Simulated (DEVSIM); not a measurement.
Device: Schottky contact on n-type Si, at 300 K.

Layer 1 from the left is Si, thickness (μm) 1.40, Nd (cm⁻³) 1.5e15, τn (s) 0.00036, τp (s) 0.00036.

Left contact: Schottky, work function 4.72 eV, emission velocity 5.1e6 cm/s. Right contact: ohmic. Voltage is applied to the left contact. Recombination: SRH at mid-gap. Mobility is μmin + (μ − μmin)/(1 + (N/Nref)^α).

The device is made up for the run: typed textbook-type constants, with dimensions and the other settings drawn at random. Values at 300 K.

Si: gap (eV) 1.124, affinity (eV) 4.05, permittivity 11.7, Nc (cm⁻³) 2.86e19, Nv (cm⁻³) 3.1e19, μn (cm²/Vs) 1417, μp (cm²/Vs) 470, μn,min 52, μp,min 45, Nref,n 9.7e16, Nref,p 2.2e17, αn 0.68, αp 0.72.

Model (solved in DEVSIM): 1D drift-diffusion, Boltzmann statistics, complete ionisation; no tunnelling, impact ionisation, image-force lowering or self-heating. Metal contacts follow the ideal Schottky-Mott rule: no Fermi-level pinning, no interface dipoles.

Dark forward current:

| |V| (V) | |J| (A/cm²) |
|---|---|
| 0.05 | 0.0005834 |
| 0.10 | 0.004519 |
| 0.15 | 0.03091 |
| 0.20 | 0.2054 |
| 0.25 | 1.314 |
| 0.30 | 7.507 |
| 0.35 | 31.45 |
| 0.40 | 84.23 |
| 0.45 | 160.5 |
| 0.50 | 250.9 |
| 0.55 | 349.6 |
| 0.60 | 453.3 |
| 0.65 | 560.4 |
| 0.70 | 669.6 |
| 0.75 | 780.4 |
| 0.80 | 892.2 |
| 0.85 | 1005 |
| 0.90 | 1118 |
| 0.95 | 1232 |
| 1.00 | 1346 |
| 1.05 | 1460 |
| 1.10 | 1575 |
| 1.15 | 1689 |
| 1.20 | 1804 |
| 1.25 | 1919 |
| 1.30 | 2034 |

Question: Work out the local ideality factor n = ΔV / (kT/q · ln(J2/J1)) between the rows 0.15 and 0.20 V, 1.25 and 1.30 V.

Answer: kT/q = 25.85 mV. From 0.15 to 0.20 V: ln(0.2054/0.03091) = 1.894, n = 1.02, near the 1 of diffusion or emission over a barrier. From 1.25 to 1.30 V: ln(2034/1919) = 0.058, n = 33.23; the layers' resistance at their doping, Σ W/(qμN) = 0.00043 Ω cm², would take 50 mV of this step of 50 mV.

Question: Estimate the current at 0.20 V for emission alone, J0 = q v N_band exp(−φB/kT), and read the barrier back from the simulated current.

Answer: φB = 0.670 eV, N_band = 2.86e19 cm⁻³, J0 = 0.000130 A/cm²; J = J0 (exp(qV/kT) − 1) = 0.297 A/cm². The simulation gives 0.205 A/cm²; the estimate lies 44 % above. Read backwards, the simulated current gives an apparent barrier of 0.679 eV. The estimate leaves out transport through the depletion region and minority injection.
